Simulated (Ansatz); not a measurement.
Fermi-surface data of Re (P6_3/mmc)

Input:

```
Re
1.0
    2.77560     0.00000     0.00000
   -1.38780     2.40374     0.00000
    0.00000     0.00000     8.96129
Re
4
Cartesian
  0.00000   0.00000   0.00000
  0.00000   0.00000   4.48064
  0.00000   1.60250   2.24032
  1.38780   0.80125   6.72097
```

Method: PBE, rigid bands (plane waves, PAW, scalar-relativistic; Ansatz, an electronic-structure program). Condition of this run: functional PBE, cell relaxed with it. Cell: cell and atoms relaxed with PBE.

```
Property                                                                 Result
------------------------------------  -----------------------------------------
density of states at the Fermi level          2.87 states/(eV·cell), both spins
bare Sommerfeld coefficient                           1.69 mJ/(mol of atoms·K²)
Drude plasma energy                                6.8 (x), 6.8 (y), 6.1 (z) eV
root-mean-square Fermi velocity                                       5.9e5 m/s
resistivity times τ                   10.7 (x), 10.7 (y), 13.1 (z) ×10⁻²² Ω·m·s
```

A metal at this level (no band gap); rigid bands, thermally averaged at 300 K, both spins. Spin-orbit coupling is left out, which matters with elements this heavy. τ is one relaxation time for all states.

Re (P6_3/mmc) is not the form stable at room temperature and pressure; it is a metastable, high-pressure, high- or low-temperature or hypothetical form.
